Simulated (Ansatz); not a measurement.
# B6P, pressure series

Start from B$_{6}$P (space group R-3m, No. 166; a = 5.970 Å, c = 11.789 Å (hexagonal axes); a cell from a computed database, its experimental status unchecked).

Cell and atoms are relaxed at each pressure.

Calculations: PBEsol, PAW, 420 eV (Ansatz, a quantum-chemistry and plane-wave program; no spin-orbit coupling).

| case | shortest interatomic distance | c/a ratio |
|---|---|---|
| base | 1.733 Å | 1.975 |
| pressure −2 GPa | 1.740 Å | 1.976 |
| pressure −1 GPa | 1.736 Å | 1.976 |
| pressure 0.3 GPa | 1.731 Å | 1.975 |
| pressure 0.7 GPa | ___ | 1.974 |
| pressure 1.5 GPa | 1.727 Å | 1.974 |
| pressure 3 GPa | 1.722 Å | 1.972 |
| pressure 5 GPa | 1.715 Å | 1.971 |
| pressure 7.5 GPa | 1.707 Å | ___ |
| pressure 10 GPa | ___ | 1.967 |

### Question
Some entries are withheld; estimate them.

### Answer

- pressure 0.7 GPa, shortest interatomic distance: 1.730 Å
- pressure 7.5 GPa, c/a ratio: 1.969
- pressure 10 GPa, shortest interatomic distance: 1.700 Å

Load acts through the strain it causes; cell and atoms are relaxed under it. No phonon test of stability was made. Competing high-pressure phases were not computed.
